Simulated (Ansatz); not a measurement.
Start from an 8-atom supercell of InSb in the zinc blende structure (space group F-43m, No. 216) at its relaxed geometry.

```xyz
8
Lattice="-6.5198 0.0000 0.0000 0.0000 0.0000 6.5198 0.0000 6.5198 0.0000" Properties=species:S:1:pos:R:3 pbc="T T T"
Sb    -1.6299     4.8898     4.8898
Sb    -4.8898     1.6299     4.8898
Sb    -4.8898     4.8898     1.6299
Sb    -1.6299     1.6299     1.6299
In     0.0000     0.0000     0.0000
In    -3.2599     3.2599     0.0000
In    -3.2599     0.0000     3.2599
In     0.0000     3.2599     3.2599
```

Computed with PBEsol (Ansatz, an electronic-structure program, PAW, no spin-orbit coupling), earlier PAW set.

One neutral defect a cell, atoms relaxed at fixed cell.

One change was made to it. Results:

| quantity | base | after |
|---|---|---|
| pressure | 0.0 GPa | 2.4 GPa |
| largest displacement of a host atom from its site in the perfect cell | – | 0.03 Å |

Question: Which of these changes matches the shifts?
A. Sn on a In site
B. Li interstitial (started 2.66 Å from the nearest host atom)
C. Al on a Sb site

Answer: B, Li interstitial (started 2.66 Å from the nearest host atom). For comparison, the pressure in the other runs: Sn on a In site gives 1.4 GPa; Al on a Sb site gives -1.0 GPa.

In so small a cell the defect repeats every few ångströms: this is an ordered compound, not a dilute defect. All final runs are without spin polarisation.
